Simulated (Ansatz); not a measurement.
Base system: KBr in the rock salt structure (space group Fm-3m, No. 225; a = 6.705 Å).

Level of theory: PBE, PAW, 420 eV (Ansatz, a first-principles code; no spin-orbit coupling).

Before the change:

| Property | Value |
|---|---|
| Valley order | Γ 4.31 eV; X along ⟨100⟩ 5.91 eV |
| Width of the top valence band | 0.49 eV |

Modification: every lattice vector is shortened by 1.00 %; the atoms relax in the strained cell.

Estimate the effect on the energy relative to the base, valley order, width of the top valence band and mean gap deformation potential ΔEg/Δln V.

The energy goes up by 1.5 meV/atom; the valley order (the lowest conduction-band minima on the path, energy above the VBM, named in the base's zone) goes from Γ 4.31 eV; X along ⟨100⟩ 5.91 eV to Γ 4.39 eV; X along ⟨100⟩ 5.88 eV; the width of the top valence band goes up by 0.03 eV, from 0.49 eV to 0.52 eV; the mean gap deformation potential ΔEg/Δln V amounts to -2.6 eV.

Stability against distortions was not tested.
